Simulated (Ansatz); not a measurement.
The reference is SnBr₂ in the fluorite structure (space group Fm-3m, No. 225; a = 7.178 Å; a hypothetical phase, not in the database extracts checked). Axes: x, y, z lie along the cube axes.

The values are results of Kohn–Sham DFT with the PBEsol functional, run in Ansatz (a first-principles code) with PAW and 420 eV plane waves, no spin-orbit coupling, not measurements.

Strains are applied to the cell and any free atomic positions relax; under biaxial strain the out-of-plane vector relaxes too.

One change was made to it. Results:

```
quantity                           base     after
-----------------------------  --------  --------
band gap                        2.00 eV   1.95 eV
shortest interatomic distance  310.8 pm  308.3 pm
```

Question: What was done to the base?
A. biaxial strain +2.28 %, plane normal [001], relaxed out of plane
B. isotropic strain −3.46 %
C. biaxial strain −1.13 %, plane normal [110], relaxed out of plane

Answer: C, biaxial strain −1.13 %, plane normal [110], relaxed out of plane. For comparison, the shortest interatomic distance in the other runs: biaxial strain +2.28 %, plane normal [001], relaxed out of plane gives 314.3 pm; isotropic strain −3.46 % gives 300.1 pm.

No phonon test of stability was made.
